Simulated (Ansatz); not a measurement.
## Point defect Bi_P in zinc-blende GaP

Calculation: PBE, PAW (plane waves to 420 eV; Ansatz, a first-principles code). Cell: 64 sites, 2×2×2 repeats of a cell of 8 atoms; final energies on a 2×2×2 shifted mesh. Site at the start: the P site. Finite-size correction: monopole term and site-potential alignment. Dielectric constants: PBE linear response of the host. Host gap at this level: 1.57 eV. Finite-size and sampling errors can reach tenths of an eV here. PBE underestimates the host's gap, which shifts levels and can delocalise carriers. Spin–orbit coupling is left out, which matters for these heavy elements. Each state is the lowest found from its start.

Charges with a result: +1, 0, −1. Others weren't obtained, and one of them could lie lower, also by skipping a charge.

```json
[
 {"charge": "+1*", "moment (μB)": "0.9", "largest move off a lattice site (Å)": "0.28", "image correction with alignment (eV)": "–"},
 {"charge": "0", "moment (μB)": "not spin-polarised", "largest move off a lattice site (Å)": "0.24", "image correction with alignment (eV)": "0.00"},
 {"charge": "−1*", "moment (μB)": "quenched", "largest move off a lattice site (Å)": "0.25", "image correction with alignment (eV)": "–"}
]
```

* At this level the carrier isn't localised at the defect: at charge +1 holes occupy the valence band; at charge −1 electrons occupy the conduction band. Such a state is shallow or no state of the defect, and this cell gives it no level.

Starting moments that weren't kept: charge −1 began with 1 μB and ended with 0.0.
